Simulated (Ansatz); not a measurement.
Al2Cu: uniaxial stress, 8 GPa compression along z

The reference is Al2Cu (space group I4/mcm, No. 140; a = 6.0062 Å, c = 4.7905 Å). Axes: x, y, z lie along a, b, c of the conventional cell.

Now apply this change: uniaxial stress, 8 GPa compression along z; all other stress components relax to zero.

Calculations: r2SCAN (Ansatz, a program for electronic structure, PAW, spin-orbit coupling left out), earlier PAW set. k-mesh 12×12×12 (Γ-centred); smearing 0.05 eV (Fermi–Dirac).

| quantity | base | changed | shift |
|---|---|---|---|
| volume per atom | 14.40 Å³ | 14.11 Å³ | -0.29 Å³ |
| space group | I4/mcm (No. 140) | I4/mcm (No. 140) | – |
| shortest interatomic distance | 2.395 Å | 2.307 Å | -0.088 Å |
| energy relative to the base (free energy F) | 0 meV/atom | +12 meV/atom | +12 meV/atom |
| band gap | zero | zero | – |
| strain response (xx, yy, zz) (rough) | – | (+0.86, +0.86, −3.67) % | – |

Final structure:

```xyz
6
Lattice="-3.0288 3.0288 2.3073 3.0288 -3.0288 2.3073 3.0288 3.0288 -2.3073" Properties=species:S:1:pos:R:3 pbc="T T T"
Al     0.9526     3.9815     0.0000
Al     0.9526     2.0762     2.3073
Al     2.0762     0.9526     0.0000
Al     2.0762    -0.9526     2.3073
Cu     0.0000     0.0000     1.1537
Cu     0.0000     0.0000     3.4610
```

Cost of the whole job for the changed cell (relaxation, final SCF and bands): very roughly 6 core-minutes.

Without a gap, meshes like the base's 12×12×12 leave anisotropic stresses uncertain by several tenths of a GPa, and small strain energies with them. Stability under load was not tested beyond the relaxation. All final runs are without spin polarisation.
